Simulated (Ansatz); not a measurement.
Formation energy of the bound charge states of S_O in monoclinic HfO2 (start: the O(1,3-fold) site; 96-site cell, 2×2×2 shifted sampling) against the Fermi level, Hf-rich (Δμ(O) = -5.19 eV, Δμ(S) = -3.08 eV, bounded by Hf2S (P6_3/mmc); only phases computed here count, gases as isolated molecules at 0 K). The numbers are results of PBE, PAW (plane waves to 420 eV; Ansatz, a program for electronic structure), not measurements.

Details: 96-site cell; 2×2×2 shifted k-points; host gap 4.04 eV; charged states image-corrected; no spin–orbit coupling; finite-size errors of tenths of an eV; flagged in the runs: a host whose relaxation on this sampling wasn't shown to rest.

Left out: charge −1 (carrier in host band states).

```json
[
 {"E_F − E_VBM (eV)": "0.00", "q = +1": "2.22", "q = 0": "2.89"},
 {"E_F − E_VBM (eV)": "0.50", "q = +1": "2.73", "q = 0": "2.89"},
 {"E_F − E_VBM (eV)": "1.01", "q = +1": "3.23", "q = 0": "2.89"},
 {"E_F − E_VBM (eV)": "1.51", "q = +1": "3.74", "q = 0": "2.89"},
 {"E_F − E_VBM (eV)": "2.02", "q = +1": "4.24", "q = 0": "2.89"},
 {"E_F − E_VBM (eV)": "2.52", "q = +1": "4.74", "q = 0": "2.89"},
 {"E_F − E_VBM (eV)": "3.03", "q = +1": "5.25", "q = 0": "2.89"},
 {"E_F − E_VBM (eV)": "3.53", "q = +1": "5.75", "q = 0": "2.89"},
 {"E_F − E_VBM (eV)": "4.04", "q = +1": "6.26", "q = 0": "2.89"}
]
```

Crossings of the lowest lines: (+1/0) at 0.67 eV.
